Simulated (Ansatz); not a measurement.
Given:

```
CELL_PARAMETERS angstrom
      0.00000     2.60438     2.60438
      2.60438     0.00000     2.60438
      2.60438     2.60438     0.00000
ATOMIC_POSITIONS crystal
  Li 0.00000 0.00000 0.00000
  Cl 0.50000 0.50000 0.50000
```

No spin polarisation.

Method: PBE (Ansatz, a first-principles code; PAW; 420 eV plane waves; without spin-orbit coupling). k-mesh 11×11×11 (Γ-centred); smearing 0.05 eV (Fermi–Dirac).

Problem. Predict the gap character, band gap, electron mass and width of the top valence band.

Solution. 
- Gap character = direct at Γ
- Band gap = 6.07 eV
- Electron mass = 0.47 mₑ (at Γ)
- Width of the top valence band = 1.02 eV

Load acts through the strain it causes; cell and atoms are relaxed under it. Effective masses come from finite differences of ±0.01 Å⁻¹. Stability against distortions was not tested. The cell was made from LiCl in the rock salt structure (space group Fm-3m, No. 225) by this change: pressure −1 GPa.
